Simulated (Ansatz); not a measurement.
MoTe2 (P-6m2, No. 187, 9 atoms in the cell; start mp-1025576; a measured phase of this formula has another space group), treated with LDA in Ansatz (plane waves, PAW).

Settings: plane-wave cutoff 520 eV, 12×12×2 k mesh (along the axes of the cell as run), Fermi–Dirac smearing 0.01 eV, no spin polarisation, scalar-relativistic PAW data made under PBE.

Cell (relaxed with PBE-D3(BJ)):

```cif
data_Mo3Te6
_chemical_formula_sum 'Te6 Mo3'
_space_group_name_H-M_alt 'P-6m2'
_space_group_IT_number 187
_space_group_name_Hall 'P -6 2'
_cell_length_a 3.49567
_cell_length_b 3.49567
_cell_length_c 21.32194
_cell_angle_alpha 90.000
_cell_angle_beta 90.000
_cell_angle_gamma 120.000
loop_
_atom_site_label
_atom_site_type_symbol
_atom_site_symmetry_multiplicity
_atom_site_Wyckoff_symbol
_atom_site_fract_x
_atom_site_fract_y
_atom_site_fract_z
_atom_site_occupancy
Te1 Te 2 g 0.00000 0.00000 0.08524 1
Te2 Te 2 h 0.33333 0.66667 0.40647 1
Te3 Te 2 h 0.33333 0.66667 0.23592 1
Mo1 Mo 2 g 0.00000 0.00000 0.32123 1
Mo2 Mo 1 c 0.33333 0.66667 0.00000 1
```

Problem. Predict the band gap, smallest direct gap on the k points sampled and Γ–Γ gap.

Solution. 
- band gap: 0.63 eV
- smallest direct gap on the k points sampled: 1.10 eV
- Γ–Γ gap: 2.89 eV

Note: cell and atoms aren't relaxed at this level (largest force component 0.50 eV/Å, pressure -2.5 GPa).

Spin–orbit coupling is not included; with these elements it can move the gap by several tenths of an eV or more.

Computed values are for the static lattice.

It cost roughly 100 core-seconds of CPU time.

A start named mp-… is a Materials Project structure, which need not be a measured phase.

Ansatz is a quantum-chemistry and plane-wave program.
